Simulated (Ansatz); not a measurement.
Consider BaTiO3 in the cubic perovskite structure (space group Pm-3m, No. 221; a = 3.970 Å).

Method: PBEsol/PAW in Ansatz (an electronic-structure program), no spin-orbit coupling.

One change was made to it. Results:

The smallest direct gap grows by 0.03 eV (1.89 eV → 1.92 eV); the volume per atom decreases by 0.47 Å³ to 12.04 Å³; the band gap increases by 0.077 eV, from 1.82 eV to 1.89 eV.

Question: Which change produced these results?
(A) pressure 7.5 GPa
(B) pressure −2 GPa
(C) pressure 3 GPa
(D) pressure 0.7 GPa
(E) pressure 0.3 GPa

Answer: A, pressure 7.5 GPa. For comparison, the band gap in the other runs: pressure −2 GPa gives 1.79 eV; pressure 0.3 GPa gives 1.82 eV; pressure 3 GPa gives 1.85 eV; pressure 0.7 GPa gives 1.82 eV.

Load acts through the strain it causes; cell and atoms are relaxed under it. No phonon test of stability was made. No other phases were tried under pressure. All final runs are without spin polarisation. Many cubic perovskites are stable only at high temperature; tilts and polar distortions were not tested. This is not the structure that BaTiO3 has at room temperature and ambient pressure.
